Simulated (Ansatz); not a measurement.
**Metal contacts to C-dia**

Periodic stacks without vacuum, cut from bulk faces, the film strained to the host, the lowest start of each (left out: tilted potentials, unlike interfaces, a Fermi level in a band); PBE edges.

Level of theory: PBE (plane waves to 420 eV, PAW; Ansatz, an electronic-structure program). Spin–orbit coupling is left out; the runs are not spin-polarised.

```tsv
contact	faces of host and metal	film strain (%)	spacing (Å)	hole barrier (eV)	electron barrier (eV)
bcc W (1 1 0) on diamond (1 1 1)	C/C, W/W	-3.8	1.95	0.37	3.75
fcc Pt (1 1 1) on diamond (1 1 1)	C/C, Pt/Pt	+3.9	1.95	0.50	3.63
fcc Au (1 1 1) on diamond (1 1 1)	C/C, Au/Au	-0.8	2.15	0.68	3.44
fcc Pt (0 0 1) on diamond (0 0 1)	C/C, Pt/Pt	+0.6	1.45	0.22	3.91
```
